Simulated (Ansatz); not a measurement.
Au: energy against strain

Au (fcc, Fm-3m, 16.579 Å³/atom at rest, cube axes along x, y and z) under a strain ε along a cube axis (axis z), the other axes held. LDA in Ansatz, a plane-wave DFT program (PAW, default set), 420 eV, 28×28×28 Γ-centred mesh, Fermi-Dirac smearing 0.10 eV; ions are relaxed within the symmetry of each cell.

Here s stands for strain and y for E less E0.

```
strain (%)  E less E0 (meV/atom)
----------  --------------------
-3.00                          ?
-1.50                       2.62
-1.00                       1.15
-0.50                       0.28
0.00                        0.00
0.50                        0.29
1.00                        1.12
1.50                        2.48
```

**Question.** Using a parabola, estimate the missing y at s = -3.00 from the other rows, showing the fit.

**Answer.** Least squares gives y = 0.001 - 0.0336·s + 1.1329·s². Residuals (row less fit): 0.020, -0.018, -0.021, -0.001, 0.023, 0.020, -0.020; standard error 0.025 (degrees of freedom: 4). Twice the quadratic coefficient over the volume, 2 × 1.1329 meV × 10⁴ × 0.1602 / 16.579 Å³, is the elastic constant C11 = 219 ± 2 GPa. At the withheld row, y = 0.001 - 0.0336 × (-3.0) + 1.1329 × (-3.0)² = 10.298 meV/atom. The calculation gives 10.82 meV/atom, 0.522 meV/atom above the prediction (4.8 % of the range of y in the table). The row lies outside the fitted rows, so this is an extrapolation. From the scatter of the fitted rows alone, a prediction at this place has a standard error of 0.094 meV/atom, so the miss is 5.6 times that.

One order more, fitted to all 13 runs of the series, follows each within 0.01, so the miss is the next term of a smooth law. In a metal these values are sensitive to mesh and smearing; energies are taken to zero smearing, stresses follow the free energy. Rows are the converged runs of the series near zero and its far end; series whose fitted rows scatter by over a few per cent of the range, as at a crossing or softening among them, aren't shown in this form. Most that stay on the fit to the last digits aren't either.
